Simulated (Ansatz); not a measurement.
Quick settings and what they miss: Ca2FeH6 (Fm-3m, 9 atoms in the cell)

Self-consistent single point.

```yaml
crystal:
  lattice:
    - [0.00000, 3.50237, 3.50237]
    - [3.50237, 0.00000, 3.50237]
    - [3.50237, 3.50237, 0.00000]
  atoms:
    - { symbol: Ca, position: [0.25000, 0.25000, 0.25000] }
    - { symbol: Ca, position: [0.75000, 0.75000, 0.75000] }
    - { symbol: Fe, position: [0.00000, 0.00000, 0.00000] }
    - { symbol: H, position: [0.77197, 0.22803, 0.22803] }
    - { symbol: H, position: [0.22803, 0.77197, 0.77197] }
    - { symbol: H, position: [0.22803, 0.77197, 0.22803] }
    - { symbol: H, position: [0.77197, 0.22803, 0.77197] }
    - { symbol: H, position: [0.22803, 0.22803, 0.77197] }
    - { symbol: H, position: [0.77197, 0.77197, 0.22803] }
```

Method of the run: LDA (PW92), default PAW files made with PBE (plane waves; Ansatz, a quantum-chemistry and plane-wave program).

Base settings: basis.ecutwfc = 420 eV; kpoints.mp_grid.grid = 6 6 6; hamiltonian.xc = lda; hamiltonian.pseudopotentials = {kind: paw} (the program's default PAW files); scf.occupations.method = gaussian; scf.occupations.width = 0.02 eV.

Tight run (finer mesh or higher cutoff; not a proven limit): basis.ecutwfc: 420 eV → 590 eV; kpoints.mp_grid.grid: 6 6 6 → 9 9 9; scf.convergence.dr2_threshold: default (1e-07 eV) → 1e-09 eV. It gave top of the valence band (on the code's own zero) 6.64 eV; gap on the k-point mesh 1.30 eV; pressure -4.93 GPa; largest force (vector length) 0.153 eV/Å.

Quick runs, as changes from the base:
- A: the base itself
- B: basis.ecutwfc: 420 eV → 210 eV; kpoints.mp_grid.grid: 6 6 6 → 2 2 2; hamiltonian.xc: lda → pbesol; scf.occupations.width: 0.02 eV → 0.2 eV; scf.convergence.dr2_threshold: default (1e-07 eV) → 0.001 eV [PBEsol]
- C: basis.ecutwfc: 420 eV → 210 eV; kpoints.mp_grid.grid: 6 6 6 → 8 8 8; scf.convergence.dr2_threshold: default (1e-07 eV) → 0.001 eV
- D: kpoints.mp_grid.grid: 6 6 6 → 4 4 4; scf.occupations.method: gaussian → cold; scf.occupations.width: 0.02 eV → 0.136 eV

Dashes: energy of B, another energy zero.

Gaps are read on each run's own mesh, which may miss the band edges.

† marks runs with another functional, U, potentials or spin treatment: their distance from the tight run is not a convergence error alone.

The count of work is k-points × plane waves × bands × iterations; it is no time. 

Pressures in the table are Ansatz's without its Pulay estimate, at a fixed set of plane waves; the tight run's value above holds the estimate.

The starting cell comes from a database of computed structures (which also holds hypothetical and non-ambient phases and stackings), without a prior relaxation at this level. Its lattice was rescaled by a random factor within 2.5 % of one. In the base run, with a pressure of about -5 GPa the cell is away from its equilibrium volume at this level.

```csv
run,energy less tight (meV/atom),pressure less tight (GPa),largest miss in a force vector (eV/Å),gap on the mesh less tight (eV),count of work / tight
A,1.4,-0.14,0.003,-0.048,0.24
B†,–,-122.06,1.009,-0.019,0.016
C,1627.9,-122.10,0.843,-0.188,0.16
D,1.4,-0.14,0.003,-0.050,0.12
```

The base run finds a smaller gap than the tight one, whose mesh may miss a band edge.

Among the runs at the tight run's level, the energy misses run from 1.4 to 1627.9 meV/atom.

Left out of this page: 1 run of the series unsound by tests on forces, stress, charge or solver warnings; 1 run of the series with a known weakness of the program.

Keys are those of Ansatz 0.2.
